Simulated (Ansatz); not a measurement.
Convergence study of the plane-wave cutoff for HfC (I4mm, 2 atoms in the cell)

```xyz
2
Lattice="0.0000 2.3316 2.3316 2.3316 0.0000 2.3316 2.3316 2.3316 0.0000" Properties=species:S:1:pos:R:3 pbc="T T T"
Hf     0.0000     0.0000     0.0500
C      2.3316     2.3316     2.3316
```

Method of the run: LDA (PW92), PAW files made with PBE (plane waves; Ansatz, a first-principles code).

Base settings: basis.ecutwfc = 420 eV; kpoints.mp_grid.grid = 12 12 12; hamiltonian.xc = lda; hamiltonian.pseudopotentials = {kind: paw} (the program's default PAW files); scf.occupations.method = fermi_dirac; scf.occupations.width = 0.1 eV.

The second cell is the first with its lattice scaled by 0.98.

The mesh stays at the base's, so the ladder's end is converged at best in this setting alone.

The first pressure column holds Ansatz's estimate of the finite-basis (Pulay) stress, which hides part of the cutoff error; the other is without it.

Only quantities that move along the ladder and can be compared are tabulated.

The count of work is k-points × plane waves × bands × iterations; it is no time. 

The starting cell has typed, rounded lattice constants, without a prior relaxation at this level. Its lattice was rescaled by up to half a per cent. One atom was moved a little off its site on purpose. In the base run, with a pressure of about -13 GPa the cell is away from its equilibrium volume at this level.

| basis.ecutwfc | free energy less the last step's (meV/atom) | energy of the compressed cell less the first (meV/atom) | pressure (GPa) | pressure without the Pulay estimate (GPa) | largest difference of a force vector from the last step's (eV/Å) | count of work / last |
|---|---|---|---|---|---|---|
| 145 eV | 17323.93 | 45.89 | 8.38 | -780.07 | 0.432 | 0.043 |
| 170 eV | 7335.73 | -45.54 | -10.24 | -361.76 | 0.061 | 0.060 |
| 190 eV | 3898.66 | -61.57 | -22.43 | -206.22 | 0.011 | 0.074 |
| 210 eV | 2179.92 | -45.68 | -18.66 | -128.60 | 0.013 | 0.074 |
| 230 eV | 1202.11 | -16.93 | -12.82 | -85.01 | 0.016 | 0.079 |
| 250 eV | 638.44 | -27.66 | -13.54 | -57.89 | 0.006 | 0.11 |
| 295 eV | 128.92 | -29.80 | -13.48 | -24.86 | 0.003 | 0.12 |
| 335 eV | 35.49 | -31.13 | -13.27 | -16.46 | 0.010 | 0.15 |
| 380 eV | 7.52 | -30.33 | -13.30 | -14.13 | 0.002 | 0.18 |
| 420 eV | 2.27 | -31.16 | -13.43 | -13.62 | 0.001 | 0.23 |
| 460 eV | 1.22 | -31.26 | -13.45 | -13.49 | 0.000 | 0.23 |
| 505 eV | 1.01 | -31.27 | -13.45 | -13.47 | 0.000 | 0.28 |
| 565 eV | 0.84 | -31.28 | -13.46 | -13.47 | 0.000 | 0.33 |
| 630 eV | 0.67 | -31.31 | -13.46 | -13.47 | 0.000 | 0.41 |
| 735 eV | 0.54 | -31.32 | -13.46 | -13.47 | 0.000 | 0.50 |
| 840 eV | 0.39 | -31.34 | -13.47 | -13.48 | 0.000 | 0.61 |
| 1010 eV | 0.00 | -31.38 | -13.48 | -13.49 | 0.000 | 1.0 |

Coarsest basis.ecutwfc that holds the forces within 0.02 eV/Å of the last step, with all finer ones: 190 eV, at 0.074 of the last step's count of work; the step before is off by 0.061 eV/Å.

Coarsest basis.ecutwfc that holds the free energy within 5 meV/atom of the last step, with all finer ones: 420 eV, at 0.23 of the last step's count of work; the step before is off by 7.5 meV/atom.

Coarsest basis.ecutwfc that holds the pressure within 1 GPa of the last step, with all finer ones: 230 eV, at 0.079 of the last step's count of work; the step before is off by 5.2 GPa.

The energy difference between the two cells stays within 1 meV/atom of the last step's from 420 eV on, the total only from 565 eV on: much of the error is common to both cells and cancels.

At the lowest cutoff the pressure without the Pulay estimate lies 767 GPa under the last step's, the usual sign of Pulay stress in an incomplete plane-wave basis.

Keys are those of Ansatz 0.2.
